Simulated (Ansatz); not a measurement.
A self-consistent single point of CsZn4P3 (P4mm, 8 atoms in the cell) with Ansatz (a first-principles code).

Computed with PBEsol, harder PAW files (source: ansatz) made with PBE (plane waves; Ansatz).

The change in words: lattice scaled by 0.98; basis.ecutwfc: 420 eV → 560 eV; hamiltonian.pseudopotentials: {kind: paw} (the program's default PAW files) → {kind: paw, source: ansatz}. Reference geometry:
```yaml
crystal:
  lattice:
    - [4.07464, 0.00000, 0.00000]
    - [0.00000, 4.07464, 0.00000]
    - [0.00000, 0.00000, 10.48461]
  atoms:
    - { symbol: Cs, position: [0.00000, 0.00000, 0.50477] }
    - { symbol: Zn, position: [0.50000, 0.00000, 0.84844] }
    - { symbol: Zn, position: [0.50000, 0.00000, 0.15156] }
    - { symbol: Zn, position: [0.00000, 0.50000, 0.84844] }
    - { symbol: Zn, position: [0.00000, 0.50000, 0.15156] }
    - { symbol: P, position: [0.50000, 0.50000, 0.72670] }
    - { symbol: P, position: [0.50000, 0.50000, 0.27330] }
    - { symbol: P, position: [0.00000, 0.00000, 0.00000] }
```

Reference input (self-consistent single point, DFT, PBEsol, plane waves, default PAW files made with PBE): basis.ecutwfc = 420 eV; kpoints.mp_grid.grid = 5 5 2; hamiltonian.xc = pbesol; hamiltonian.pseudopotentials = {kind: paw} (the program's default PAW files); scf.occupations.method = fermi_dirac; scf.occupations.width = 0.136 eV. This run's input differs from it in these lines:

Ansatz 0.2 input:
```diff
@@ -3,5 +3,5 @@
   lattice:
-    - [4.07464200, 0.00000000, 0.00000000]
-    - [0.00000000, 4.07464200, 0.00000000]
-    - [0.00000000, 0.00000000, 10.48461200]
+    - [3.99314900, 0.00000000, 0.00000000]
+    - [0.00000000, 3.99314900, 0.00000000]
+    - [0.00000000, 0.00000000, 10.27492000]
   atoms:
@@ -16,3 +16,3 @@
 basis:
-  ecutwfc: 420.0
+  ecutwfc: 560.0
 kpoints:
@@ -24,2 +24,3 @@
     kind: paw
+    source: ansatz
 scf:
```

Log, with long lists cut:

```
SCF iter   1: F=—  HF=-37616.482024 eV  |F-HF|=—  |Δ(HF+E_count)|=         —  Δρ=6.10e-2  dr2=3.03e1  ethr=3.10e-3  ⟨swp⟩=19.8  Hψ=6239  notcnv=0
all-band conjugate gradients solve this SCF's bands
preconditioner: auto → Kerker (q_TF=auto, 2.529 Å⁻¹)
SCF iter   2: F=—  HF=-37614.141530 eV  |F-HF|=—  |Δ(HF+E_count)|=    2.34e0  Δρ=3.74e-2  dr2=1.28e1  ethr=3.10e-3  ⟨swp⟩=5.9  Hψ=2277  notcnv=0  defer=3
   [... lines left out ...]
SCF iter   8: F=—  HF=-37611.824069 eV  |F-HF|=—  |Δ(HF+E_count)|=   4.24e-4  Δρ=7.05e-4  dr2=4.70e-4  ethr=2.14e-6  ⟨swp⟩=2.4  Hψ=1185  notcnv=0  defer=14
SCF iter   9: F=—  HF=-37611.824024 eV  |F-HF|=—  |Δ(HF+E_count)|=   4.48e-5  Δρ=1.40e-4  dr2=2.31e-5  ethr=4.52e-7  ⟨swp⟩=3.1  Hψ=1650  notcnv=0  defer=14
SCF iter  10: F=—  HF=-37611.824171 eV  |F-HF|=—  |Δ(HF+E_count)|=   1.46e-4  Δρ=2.48e-5  dr2=7.91e-7  ethr=2.22e-8  ⟨swp⟩=3.2  Hψ=1647  notcnv=0  defer=14
SCF iter  11: F=-37611.824171 eV  HF=-37611.824171 eV  |F-HF|=4.35e-8  |Δ(HF+E_count)|=   2.73e-7  Δρ=7.05e-6  dr2=6.68e-8  ethr=9.62e-11  ⟨swp⟩=22.0  Hψ=7112  notcnv=0
SCF 1 converged in 11 iterations: F = -37611.824171 eV  dr2 = 6.68e-8
Free energy (F): -37611.824171 eV
Internal energy: -37611.790204 eV  (E = F + TS)
E sigma→0 (E₀):  -37611.807187 eV
Entropy (-TS):   -0.033967 eV (-4.246 meV/atom)
Fermi energy:    9.442431 eV
--- Forces (eV/Å), atoms counted from 1 ---
  atom   1  Cs     0.00000000     0.00000000    -0.08445604
  atom   2  Zn     0.00000000     0.00000000     0.22521917
  atom   3  Zn     0.00000000     0.00000000    -0.17339552
  atom   4  Zn    -0.00000000     0.00000000     0.22521917
  atom   5  Zn     0.00000000     0.00000000    -0.17339552
  atom   6  P     -0.00000000     0.00000000    -0.45719196
  atom   7  P     -0.00000000     0.00000000     0.46923605
  atom   8  P     -0.00000000     0.00000000    -0.03116625
--- Stress (GPa, compression-positive) ---
        1.980077       0.000000      -0.000000
        0.000000       1.980077       0.000000
       -0.000000       0.000000       0.728467
  P = ⅓ Tr σ = 1.5629 GPa (15.629 kbar)
  The stress holds the Pulay correction. Without it, at fixed plane waves, as pw.x and ABINIT print it: P = 1.0853 GPa
```

The run converged in 11 iterations. Against the reference run the pressure goes from -2.19 to 1.56 GPa and the largest force goes from 0.147 to 0.469 eV/Å.

The starting cell comes from a database of computed structures (which also holds hypothetical and non-ambient phases and stackings), without a prior relaxation at this level. Its lattice was rescaled by up to half a per cent. One atom was moved a little off its site on purpose. For this run, on top of that: lattice scaled by 0.98. Ansatz's pressure includes its estimate of the finite-basis (Pulay) stress. The cutoff lies below the one recommended for these files. A gap is left out here, as mesh or smearing make it unsure.

Cost on one core of a shared machine: roughly 40 s.
